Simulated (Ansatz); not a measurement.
TaN (model structure, started from the NbAs type, I4₁md, No. 109, 4 atoms in the cell): properties by level of theory

| level (code) | lattice parameter a (Å) | c axis length (Å) | cohesive energy (eV/atom) | band gap (eV) |
|---|---|---|---|---|
| PBEsol (Ansatz) | 2.888 | 10.196 | 8.50 | 0.55 |
| r²SCAN (Ansatz) | 2.901 | 10.239 | 7.67 | 0.75 |
| r²SCAN+rVV10 (Ansatz) | 2.896 | 10.215 | 7.95 | 0.75 |

Computed values are for a static lattice. Spin–orbit coupling is included only where a level's name says +SOC; with heavier elements it mostly lowers gaps and can invert bands.  Each level is taken at its own relaxed cell. Cutoffs differ between the levels. Ansatz's density-functional and Hartree–Fock values are scalar-relativistic unless marked +SOC, with PAW data made under PBE.

Ansatz's density-functional and Hartree–Fock values are scalar-relativistic unless marked +SOC, with PAW data made under PBE.

Free atoms are spin-polarised, in the lowest state found; at levels without +SOC their spin–orbit coupling is left out.

The computed numbers hold no vibrational or temperature effects.

A model structure was made by putting elements into a prototype or built by hand; it is no filed structure, need not be a known phase, and can be a saddle point held by its symmetry.

Ansatz is a first-principles code.
